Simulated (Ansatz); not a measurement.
Given:

```yaml
crystal:
  lattice:
    - [0.03456, 2.86545, 2.86545]
    - [2.86545, 0.03456, 2.86545]
    - [2.86545, 2.86545, 0.03456]
  atoms:
    - { symbol: Ge, position: [0.50081, 0.50081, 0.50081] }
    - { symbol: Ge, position: [0.74919, 0.74919, 0.74919] }
```

Method: PBEsol, rigid bands (plane waves, PAW, scalar-relativistic; Ansatz, an electronic-structure program). Condition of this run: uniaxial stress along [111] of -2 GPa (compression positive) (the target of the relaxation). Geometry: cell and atoms relaxed with PBEsol, then loaded as said.

**Question.** Is this a good metal at this level?

**Answer.** No. No gap shows, but r2SCAN opens one on the same cell, so the missing gap may be the functional's error (that test had no spin-orbit coupling). N(E_F) = 0.034 states/eV a cell at 300 K and the Drude plasma energy along the best axis is 0.53 eV, several times under that of a simple or noble metal.

Spin-orbit coupling is left out; it can open or close a small gap.
